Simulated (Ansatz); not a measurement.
```yaml
crystal:
  lattice:
    - [3.95200, 0.05256, 0.00000]
    - [0.05256, 3.95200, 0.00000]
    - [0.00000, 0.00000, 3.95200]
  atoms:
    - { symbol: K, position: [0.00000, 0.00000, 0.00000] }
    - { symbol: Ta, position: [0.50000, 0.50000, 0.50000] }
    - { symbol: O, position: [0.50000, 0.00000, 0.50000] }
    - { symbol: O, position: [0.00000, 0.50000, 0.50000] }
    - { symbol: O, position: [0.50000, 0.50000, 0.00000] }
```

No spin polarisation.

Calculations: LDA (Ansatz, a program for electronic structure, PAW, scalar-relativistic without spin-orbit coupling). Settings: 8×8×8 k-points, 0.05 eV Fermi–Dirac smearing.

### Question
Predict the pressure, space group and band gap.

### Answer
- Pressure (mean of the normal stresses, compression positive) = 0.02 GPa
- Space group = Cmmm (No. 65)
- Band gap = 2.08 eV

With Ta present, leaving out spin-orbit coupling can change the band edges. The cells carry an imposed strain or load. Whether these cells are dynamically stable was not tested. The cell was made from KTaO3 in the cubic perovskite structure (space group Pm-3m, No. 221) by this change: tensor shear ε_xy = +1.33 %.
